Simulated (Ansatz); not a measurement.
For YAl3 (P6₃/mmc, No. 194; cell taken from a computed entry), PBEsol in Ansatz (PAW) gives:

| Item | Value |
|---|---|
| lattice parameter a | 6.212 Å |
| c axis length | 4.589 Å |

**Question.** What does r²SCAN in Ansatz (PAW) give for the same quantities?

**Answer.** 
- lattice constant a: 6.291 Å (goes up by 1.3 %)
- lattice parameter c: 4.580 Å (decreases by 0.2 %)

Changes are worked out from the printed values.

Unless a cell is named, each level is at its own relaxed cell (PBEsol 19.17, r²SCAN 19.62 Å³/atom).

The crystal itself was run without spin with PBEsol, r²SCAN; a magnetic state was not tried in these runs.

Caveats: the relaxation could not lower the start's symmetry, so the cell can be a saddle point above a distorted one (PBEsol, r²SCAN). Ansatz's density-functional and Hartree–Fock values are scalar-relativistic unless marked +SOC, with PAW data made under PBE.

Ansatz is an electronic-structure program.
